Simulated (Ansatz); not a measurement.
HfGe2 (model structure, started from the AlB2 type, P6/mmm, No. 191, 3 atoms in the cell) was calculated with PBEsol in Ansatz (plane waves, PAW).

Numerical settings: plane-wave cutoff 520 eV, 18×18×12 k mesh (along the axes of the cell as run), Fermi–Dirac smearing 0.05 eV, scalar-relativistic PAW data made under PBE.

Cell (relaxed at this level):

```cif
data_Ge2Hf
_chemical_formula_sum 'Hf1 Ge2'
_space_group_name_H-M_alt 'P 1'
_space_group_IT_number 1
_cell_length_a 4.68993
_cell_length_b 4.68993
_cell_length_c 2.79273
_cell_angle_alpha 90.000
_cell_angle_beta 90.000
_cell_angle_gamma 120.000
loop_
_space_group_symop_operation_xyz
  'x, y, z'
loop_
_atom_site_label
_atom_site_type_symbol
_atom_site_fract_x
_atom_site_fract_y
_atom_site_fract_z
_atom_site_occupancy
Hf1 Hf 0.00000 0.00000 0.00000 1
Ge1 Ge 0.33333 0.66667 0.50000 1
Ge2 Ge 0.66667 0.33333 0.50000 1
```

Problem. Estimate the bulk modulus that the calculation returns.

Solution. 
- bulk modulus = 108 GPa

The run finds no gap.

Note: the bulk modulus is −V dP/dV from two relaxed cells at ±2 % in volume; the relaxation could raise the start's symmetry but not lower it, so the cell can be a saddle point.

Spin–orbit coupling is not included; it can open a gap where bands touch, and shift volumes and moduli.

A model structure was made by putting elements into a prototype or built by hand; it is no filed structure, need not be a known phase, and can be a saddle point held by its symmetry.

Ansatz is a first-principles code.
